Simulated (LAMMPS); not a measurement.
Pressure dependence of Si (diamond structure) at 1010 K, from the crystal.

Model: MD with a machine-learned potential, pair style snap, file Si_Zuo_JPCA2020.quadratic.snap (LAMMPS).

| P (GPa) | state | volume | coordination number |
|---|---|---|---|
| 0 | crystal; no diffusion seen in 9.0 ps | 20.671 ± 0.010 Å³/atom | 4.00 (counted to 3.02 Å) |
| 2 | crystal; no diffusion seen in 9.0 ps | 20.161 ± 0.005 Å³/atom | 4.00 (counted to 3.02 Å) |
| 5 | crystal; no diffusion seen in 9.0 ps | 19.536 ± 0.007 Å³/atom | 4.00 (counted to 3.02 Å) |

Caution (rows 2; 5): a run this short can hold a crystal over, or a liquid under, the potential's own melting point, which these runs don't give.

Estimate the isothermal bulk modulus at zero pressure. A parabola P(ln V) through the three points gives −dP/d ln V = 73 GPa at zero pressure.

States go by the mean squared displacement: a species diffuses where it passes 1.5 Å², still rises and gives D over 1e-6 cm²/s; a crystal has left its structure where atoms lie 0.35 Å off their sites on average or a cubic box changes its shape by 3 %, or the axial ratios of another lie 8 % off the starting cell's, which the potential's own relaxation can also do.

Uncertainties are statistical and leave out the potential's own error.
